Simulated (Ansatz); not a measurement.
Consider WSe2 in the 2H-MoS2 type structure (space group P6_3/mmc, No. 194; layered, stacked along the Cartesian z axis).

```cif
data_Se4W2
_chemical_formula_sum 'W2 Se4'
_space_group_name_H-M_alt 'P63/mmc'
_space_group_IT_number 194
_space_group_name_Hall '-P 6c 2c'
_cell_length_a 3.23050
_cell_length_b 3.23050
_cell_length_c 12.41131
_cell_angle_alpha 90.000
_cell_angle_beta 90.000
_cell_angle_gamma 120.000
loop_
_atom_site_label
_atom_site_type_symbol
_atom_site_symmetry_multiplicity
_atom_site_Wyckoff_symbol
_atom_site_fract_x
_atom_site_fract_y
_atom_site_fract_z
_atom_site_occupancy
W1 W 2 c 0.33333 0.66667 0.25000 1
Se1 Se 4 f 0.66667 0.33333 0.11455 1
```

Levels (all Ansatz, a first-principles code, PAW): PBEsol-D3(BJ) (420 eV, no spin-orbit coupling); HSE06 (420 eV, no spin-orbit coupling).

The geometry is relaxed with PBEsol-D3(BJ).

| Quantity | Value |
|---|---|
| PBEsol-D3(BJ) lowest conduction level above the VBM at special points | K 1.40 eV; H 1.43 eV; M 2.18 eV; Γ 2.66 eV |

### Question
How does going to HSE06 change the lowest conduction level above the VBM at special points?

### Answer
The lowest conduction level above the VBM at special points becomes K 1.88 eV; H 1.89 eV; M 2.81 eV; Γ 3.26 eV (PBEsol-D3(BJ): K 1.40 eV; H 1.43 eV; M 2.18 eV; Γ 2.66 eV).

Single points use the geometry relaxed with PBEsol-D3(BJ). HSE06 was sampled on its mesh, a few special points and the semilocal edge points, so its gap is an upper bound. The levels and masses belong to the bands next to the band gap. Stability against distortions was not tested.
